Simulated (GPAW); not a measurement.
A self-consistent single point of FeNi3 (Pm-3m, 4 atoms in the cell) with GPAW.

Method: PBE, GPAW PAW datasets PBE (gpaw-data 1.0.1) (plane waves; GPAW).

The change in words: lattice scaled by 0.98. Reference geometry:
```
FeNi3
1.0
    3.56869     0.00000     0.00000
    0.00000     3.56869     0.00000
    0.00000     0.00000     3.56869
Fe Ni
1 3
Cartesian
  0.00000   0.00000   0.00000
  0.00000   1.78435   1.78435
  1.78435   0.00000   1.78435
  1.78435   1.78435   0.00000
```
Moments meant for the start (each program seeds them in its own way; μB, in the order of the atoms Fe Ni Ni Ni): 4.0 2.0 2.0 2.0.

Reference input (self-consistent single point, DFT PBE, plane waves, GPAW PAW datasets PBE (gpaw-data 1.0.1)): spinpol = true; mode = pw; ecut = 800 eV; xc = PBE; kpts = 9 9 9; mesh shift (steps) = 0 0 0; occupations.name = fermi-dirac; occupations.width = 0.136 eV; nbands = -12; symmetry.symmorphic = false; symmetry.tolerance = 0.0005; maxiter = 100. This run's input differs from it in these lines:

```diff
@@ -5,9 +5,9 @@
 atoms = Atoms(['Fe', 'Ni', 'Ni', 'Ni'],
-              cell=[[3.568693, 0.000000, 0.000000],
-                    [0.000000, 3.568693, 0.000000],
-                    [0.000000, 0.000000, 3.568693]],
+              cell=[[3.497319, 0.000000, 0.000000],
+                    [0.000000, 3.497319, 0.000000],
+                    [0.000000, 0.000000, 3.497319]],
               positions=[[0.000000, 0.000000, 0.000000],
-                         [0.000000, 1.784347, 1.784347],
-                         [1.784347, 0.000000, 1.784347],
-                         [1.784347, 1.784347, 0.000000]],
+                         [0.000000, 1.748660, 1.748660],
+                         [1.748660, 0.000000, 1.748660],
+                         [1.748660, 1.748660, 0.000000]],
               pbc=True)
```

Output, abridged:

```
     iter     time        total  log10-change:  magmom
                         energy   eigst   dens
iter:   1 --:--:--   -30.073675                   +10.0114
iter:   2 --:--:--   -30.802721   -0.55  -1.80    +6.8998
iter:   3 --:--:--   -30.988931   -1.25  -1.82    +5.0088
iter:   4 --:--:--   -33.218335   -1.67  -1.90    +5.0626
iter:   5 --:--:--   -31.296235   -1.97  -1.76    +4.6726
iter:   6 --:--:--   -31.588411   -2.31  -2.17    +4.6851
iter:   7 --:--:--   -31.236715   -3.34  -2.05    +4.6415
iter:   8 --:--:--   -31.255245   -3.17  -2.44    +4.6816
iter:   9 --:--:--   -31.226054   -4.77  -2.62    +4.6660
   [... lines left out ...]
iter:  21 --:--:--   -31.215028c  -5.35  -2.91    +4.6922
iter:  22 --:--:--   -31.214701c  -6.08  -2.77    +4.6923
iter:  23 --:--:--   -31.211454c  -5.55  -2.76    +4.6982
   [... 9 lines left out ...]
iter:  33 --:--:--   -31.212658c  -6.21  -3.77    +4.6875
iter:  34 --:--:--   -31.212762c  -7.17  -3.61    +4.6873
iter:  35 --:--:--   -31.212595c  -7.15  -3.62    +4.6874
iter:  36 --:--:--   -31.212926c  -6.84  -3.50    +4.6874
iter:  37 --:--:--   -31.213077c  -7.61c -3.69    +4.6875
iter:  38 --:--:--   -31.213611c  -6.73  -3.80    +4.6875
iter:  39 --:--:--   -31.213787c  -7.70c -4.38c   +4.6875
Converged after 39 iterations.

Dipole moment: (0.000004, 0.000004, 0.000004) |e|*Ang

Total magnetic moment: (0.000000, 0.000000, 4.687492)
Local magnetic moments:
   0 Fe ( 0.000000,  0.000000,  2.780116)
   1 Ni ( 0.000000,  0.000000,  0.670317)
   2 Ni ( 0.000000,  0.000000,  0.670317)
   3 Ni ( 0.000000,  0.000000,  0.670317)

Energy contributions relative to reference atoms: (reference = -158723.449942)

Kinetic:        +33.828337
Potential:      -25.515199
External:        +0.000000
XC:             -39.764157
Entropy (-ST):   -0.204233
Local:           +0.339349
SIC:             +0.000000
--------------------------
Free energy:    -31.315903
Extrapolated:   -31.213787

Spin contamination: 0.236063 electrons
Showing only first 2 kpts
                      Up                     Down
   [... lines left out ...]
Fermi level: 9.61663
No gap
   [... lines left out ...]
Energy (eV): -31.213787

Forces in eV/Ang:
  0 Fe    0.00000    0.00000    0.00000
  1 Ni    0.00000   -0.00000    0.00000
  2 Ni   -0.00000    0.00000    0.00000
  3 Ni   -0.00000   -0.00000    0.00000

Stress tensor:
    -0.068362     0.000000     0.000000
     0.000000    -0.068362     0.000000
     0.000000     0.000000    -0.068362
Stress (GPa, Voigt): [-10.9528 -10.9528 -10.9528   0.       0.       0.    ]
```

The run converged in 39 iterations. GPAW prints stress with tension positive. Against the reference run the free energy goes up by 17.6 meV/atom, the pressure goes from -2.23 to 10.95 GPa and the size of the net moment moves little (1.20 to 1.17 μB/atom).

The starting cell comes from a database of computed structures (which also holds hypothetical and non-ambient phases and stackings), without a prior relaxation at this level. Its lattice was rescaled by a random factor within 2.5 % of one. For this run, on top of that: lattice scaled by 0.98. The magnetic order is the one reached from the typed start; others were not searched systematically. With a pressure of about 11 GPa the cell is away from its equilibrium volume at this level.

Cost on one core of a shared machine: roughly 10 min.
